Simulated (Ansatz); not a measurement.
For PbS (model structure, started from the litharge type, P4/nmm, No. 129, 4 atoms in the cell), LDA in Ansatz (plane waves, PAW) gives:

| Item | Value |
|---|---|
| lattice parameter a | 4.988 Å |
| lattice parameter c | 3.898 Å |
| bulk modulus B0 | 34.2 GPa |
| cohesive energy | 4.22 eV/atom |
| band gap | 0.38 eV |

What does r²SCAN in Ansatz (PAW) give for the same quantities?


- lattice constant a: 5.088 Å (grows by 2.0 %)
- lattice parameter c: 4.165 Å (rises by 6.8 %)
- bulk modulus: 23.3 GPa (drops by 32 %)
- cohesive energy: 3.41 eV/atom (drops by 0.81 eV/atom)
- band gap: 1.04 eV (increases by 0.66 eV)

Changes are worked out from the printed values.

Unless a cell is named, each level is at its own relaxed cell (LDA 24.25, r²SCAN 26.96 Å³/atom).

Levels without +SOC leave out spin–orbit coupling, which shifts energies and cells of such heavy elements.

Spin–orbit coupling is included only where a level's name says +SOC; with heavier elements it mostly lowers gaps and can invert bands. Density-functional gaps are differences of (generalised) Kohn–Sham levels.

Caveats: the bulk modulus is −V dP/dV from two relaxed cells at ±2 % in volume (LDA, r²SCAN). Ansatz's density-functional and Hartree–Fock values are scalar-relativistic unless marked +SOC, with PAW data made under PBE.

A model structure was made by putting elements into a prototype or built by hand; it is no filed structure, need not be a known phase, and can be a saddle point held by its symmetry.

Ansatz is a quantum-chemistry and plane-wave program.
